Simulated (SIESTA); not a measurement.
Worked example: self-consistent single point of NiTeO4 (Imma, 12 atoms in the cell) in SIESTA.

Method of the run: LDA PW92, numerical atomic orbitals DZP, PseudoDojo LDA standard norm-conserving potentials (rewritten from UPF to PSML) (SIESTA).

```xyz
12
Lattice="-3.0579 3.0800 4.3198 3.0579 -3.0800 4.3198 3.0579 3.0800 -4.3198" Properties=species:S:1:pos:R:3 pbc="T T T"
Ni    -1.5290     1.5400     2.1599
Ni     1.5290     1.5400     2.1599
Te     0.0000     0.0000     0.0000
Te     0.0000     3.0800     0.0000
O      1.7178    -1.5400     4.3335
O      1.3402     4.6199    -0.0137
O      1.3402     1.5400     0.0137
O      1.7178     1.5400     4.3061
O      0.0000     0.1462     1.8974
O      3.0579     2.9337     2.4224
O      0.0000     2.9337     1.8974
O      3.0579     0.1462     2.4224
```
Moments meant for the start (each program seeds them in its own way; μB, in the order of the atoms Ni Ni Te Te O O O O O O O O): 2.0 2.0 0.0 0.0 0.0 0.0 0.0 0.0 0.0 0.0 0.0 0.0.

Reference input (self-consistent single point, DFT, LDA PW92, numerical atomic orbitals DZP, PseudoDojo LDA standard norm-conserving potentials (rewritten from UPF to PSML)): XC.functional = LDA; XC.authors = PW92; potentials = PseudoDojo LDA standard; PAO.BasisSize = DZP; PAO.EnergyShift = 0.005 Ry; MeshCutoff = 300 Ry; kgrid.MonkhorstPack = 3 3 3; OccupationFunction = MP; OccupationMPOrder = 0; ElectronicTemperature = 50 meV; Spin = polarized; MaxSCFIterations = 150. This run's input differs from it in these lines:

```diff
@@ -39,5 +39,5 @@
 %block kgrid.MonkhorstPack
-    3   0   0  0.0
-    0   3   0  0.0
-    0   0   3  0.0
+    6   0   0  0.0
+    0   6   0  0.0
+    0   0   6  0.0
 %endblock kgrid.MonkhorstPack
```

The program printed (abridged):

```
        iscf     Eharris(eV)        E_KS(eV)     FreeEng(eV)     dDmax    Ef(eV) dHmax(eV)
   scf:    1   -18124.220922   -18311.317850   -18311.336743  0.679963 -3.177386 39.312187
     spin moment: {S} , |S| = {        0.0        0.0    6.62136 }     6.62136
   scf:    2   -18394.656594   -18381.300951   -18381.300951  1.117062 -5.432644 11.136920
     spin moment: {S} , |S| = {        0.0        0.0    4.00000 }     4.00000
   scf:    3   -18389.643301   -18385.731188   -18385.731188  0.075391 -5.361538  8.600900
     spin moment: {S} , |S| = {        0.0        0.0    4.00000 }     4.00000
   [... lines left out ...]
     spin moment: {S} , |S| = {        0.0        0.0    4.00000 }     4.00000
   scf:   17   -18390.675288   -18390.675288   -18390.675288  0.000014 -5.431615  0.000756
     spin moment: {S} , |S| = {        0.0        0.0    4.00000 }     4.00000
   scf:   18   -18390.675288   -18390.675288   -18390.675289  0.000012 -5.431642  0.000632
     spin moment: {S} , |S| = {        0.0        0.0    4.00000 }     4.00000
   scf:   19   -18390.675288   -18390.675288   -18390.675289  0.000009 -5.431668  0.000529
     spin moment: {S} , |S| = {        0.0        0.0    4.00000 }     4.00000
SCF Convergence by DM+H criterion
max |DM_out - DM_in|         :     0.0000087791
max |H_out - H_in|      (eV) :     0.0005289119
SCF cycle converged after 19 iterations

Using DM_out to compute the final energy and forces

siesta: E_KS(eV) =           -18390.6753

siesta: E_KS - E_eggbox =    -18390.6753

siesta: Atomic forces (eV/Ang):
     1    0.000000    0.000000   -0.000000
     2    0.000000   -0.000000    0.000000
     3    0.000000    0.000000   -0.000000
     4    0.000000    0.000000   -0.000000
     5   -1.101782   -0.000297    0.566908
     6    1.101782    0.000297   -0.566908
     7    1.102606    0.001682    0.567004
     8   -1.102606   -0.001682   -0.567004
     9   -0.001025    0.837999    1.460205
    10    0.001025   -0.837999   -1.460205
    11    0.000306   -0.839529    1.463798
   [... lines left out ...]
siesta: FreeEng =    -18390.675289
siesta: Cell volume =        162.740723 Ang**3
siesta:           1.56697771         24.56685559  kBar
   [... lines left out ...]
     5    -0.535572    6.535572    0.080689  O
     6    -0.535572    6.535572    0.080689  O
     7    -0.535589    6.535589    0.080692  O
     8    -0.535589    6.535589    0.080692  O
     9    -0.538394    6.538394    0.182283  O
    10    -0.538394    6.538394    0.182283  O
    11    -0.538434    6.538434    0.182291  O
    12    -0.538434    6.538434    0.182291  O
 Total     0.000000                4.000000
```

The run converged in 19 iterations. Against the reference run the free energy is nearly the same (within 1 meV/atom), the pressure stays at 0.16 GPa, the largest force moves little (1.685 to 1.687 eV/Å), the gap on the mesh goes from 0.272 to 0.261 eV and the size of the net moment stays at 0.33 μB/atom.

The starting cell comes from a database of computed structures (which also holds hypothetical and non-ambient phases and stackings), without a prior relaxation at this level. Spin-orbit coupling is off. The magnetic order is the one reached from the typed start; others were not searched systematically. Values carry the incompleteness of an atom-centred basis. Forces in this geometry exceed 1 eV/Å.

Cost on one core of a shared machine: roughly 4 min.
